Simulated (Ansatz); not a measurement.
A relaxation of cell and atoms of LuTl (P4/mmm, 2 atoms in the cell) with Ansatz (a quantum-chemistry and plane-wave program).

Method: LDA (PW92), default PAW files made with PBE (plane waves; Ansatz).

The change in words: atoms on their sites; basis.ecutwfc: 420 eV → 630 eV; relax: default → cell and atoms. Reference geometry:
```xyz
2
Lattice="3.5769 0.0000 0.0000 0.0000 3.5769 0.0000 0.0000 0.0000 3.9218" Properties=species:S:1:pos:R:3 pbc="T T T"
Lu     0.0000     0.0000     0.0500
Tl     1.7884     1.7884     1.9609
```

Reference input (self-consistent single point, DFT, LDA (PW92), plane waves, default PAW files made with PBE): basis.ecutwfc = 420 eV; kpoints.mp_grid.grid = 9 9 9; hamiltonian.xc = lda; hamiltonian.pseudopotentials = {kind: paw} (the program's default PAW files); scf.occupations.method = fermi_dirac; scf.occupations.width = 0.1 eV. This run's input differs from it in these lines:

Ansatz 0.2 input:
```diff
@@ -6,6 +6,6 @@
   atoms:
-    - { symbol: Lu, position: [0.000000, 0.000000, 0.012749] }
+    - { symbol: Lu, position: [0.000000, 0.000000, 0.000000] }
     - { symbol: Tl, position: [0.500000, 0.500000, 0.500000] }
 basis:
-  ecutwfc: 420.0
+  ecutwfc: 630.0
 kpoints:
@@ -17,2 +17,4 @@
   occupations: { method: fermi_dirac, width: 0.1 }
+relax:
+  cell: {}
 output:
```

Output (repeated stretches shortened):

```
   [... SCF lines of the steps left out ...]
relax step   1: F+E_penalty+E_count = -25640.27564385 eV  Δ(F+E_penalty+E_count) = +0.000e0 eV  max|allowed force component| = 3.155e-30 eV/Å  Δτ_max = 0.0000 Å  P = -3.419 GPa  Ω = 50.176 Å³  (8 SCF iters, dr2 threshold 1.00e-7 eV, accepted)
relax step   2: F+E_penalty+E_count = -25640.29941401 eV  Δ(F+E_penalty+E_count) = -2.377e-2 eV  max|allowed force component| = 6.306e-29 eV/Å  Δτ_max = 0.0000 Å  P = +1.895 GPa  Ω = 46.334 Å³  energy of the carried Pulay correction = +8.630e-5 eV  [...]
   [... lines left out ...]
relax step   8: F+E_penalty+E_count = -25640.31563876 eV  Δ(F+E_penalty+E_count) = -1.935e-5 eV  max|allowed force component| = 1.262e-29 eV/Å  Δτ_max = 0.0000 Å  P = -0.001 GPa  Ω = 47.313 Å³  energy of the carried Pulay correction = +6.540e-5 eV  [...]
relax step   9: F+E_penalty+E_count = -25640.31561312 eV  Δ(F+E_penalty+E_count) = +2.564e-5 eV  max|allowed force component| = 1.459e-29 eV/Å  Δτ_max = 0.0000 Å  P = -0.002 GPa  Ω = 47.313 Å³  stress off target by 6.10e-3 GPa  SCF on the basis [...]
basis re-selected at this cell: Δ(F+E_penalty+E_count) = +2.564e-5 eV, ΔP = -0.001 GPa vs the last step
the relaxation is at rest under the 16 symmetry operations that the run kept from its start: a minimum is not shown …
Free energy (F): -25640.315613 eV
Internal energy: -25640.262685 eV  (E = F + TS)
E sigma→0 (E₀):  -25640.289149 eV
Entropy (-TS):   -0.052928 eV (-26.464 meV/atom)
Fermi energy:    15.191781 eV
--- Forces (eV/Å), atoms counted from 1 ---
  atom   1  Lu     0.00000000     0.00000000     0.00000000
   [... lines left out ...]
to start a new deck from the relaxed geometry:
  cell:  # Å, volume = 47.3126 Å³
    - [3.3995266457374234, 9.10518250918487e-34, 0.0]
    - [1.7509966363817057e-33, 3.3995266457374234, 0.0]
    - [0.0, 0.0, 4.093926868803589]
  atoms:
    - { symbol: Lu, position: [1.5150088113522857e-35, 3.352080233360805e-36, 0.0] }
    - { symbol: Tl, position: [0.49999999999999994, 0.49999999999999994, 0.49999999999999994] }
```

The run converged. 

Summary of the result:
Free energy E − TS (on the zero of these files): -25640.3156 eV
Fermi level (on the code's own zero): 15.19 eV
Pressure: 0.00 GPa
Final cell: a = b = 3.3995 Å, c = 4.0939 Å, α = β = γ = 90.00°
Final volume per atom: 23.66 Å³
Relaxation steps: 9

The starting cell comes from a database of computed structures (which also holds hypothetical and non-ambient phases and stackings), without a prior relaxation at this level. Its lattice was rescaled by up to half a per cent. The relaxation keeps the symmetry of its start, so its end need not be a minimum. Ansatz's pressure includes its estimate of the finite-basis (Pulay) stress.

Cost on one core of a shared machine: roughly 80 s.
